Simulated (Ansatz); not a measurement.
## A computed series for TaS2: response to strain

Consider TaS₂ in the CdI2 type structure (space group P-3m1, No. 164; a = 3.277 Å, c = 5.587 Å; layered, stacked along the Cartesian z axis; relaxed with 0.1 eV smearing). Axes: x lies along a and z along c of the hexagonal cell.

Strains are applied to the cell and any free atomic positions relax; under biaxial strain the out-of-plane vector relaxes too.

The values are results of Ansatz (a quantum-chemistry and plane-wave program) PBEsol-D3(BJ), without spin-orbit coupling, not measurements.

Notes on the quantities. pressure: mean of the normal stresses, compression positive.

```csv
change,pressure,volume per atom
base,0.0 GPa,17.32 Å³
"biaxial strain +1.89 %, plane normal [001], relaxed out of plane",-2.7 GPa,17.84 Å³
"biaxial strain +4.71 %, plane normal [001], relaxed out of plane",-5.9 GPa,18.60 Å³
uniaxial strain ε_zz = −1.88 %,1.0 GPa,17.00 Å³
uniaxial strain ε_zz = +1.29 %,?,17.55 Å³
```

Fill in the withheld entries from the trend.


- uniaxial strain ε_zz = +1.29 %, pressure: -0.5 GPa

Stability against distortions was not tested. The final runs are not spin-polarised. An odd electron count without spin: TaS2.
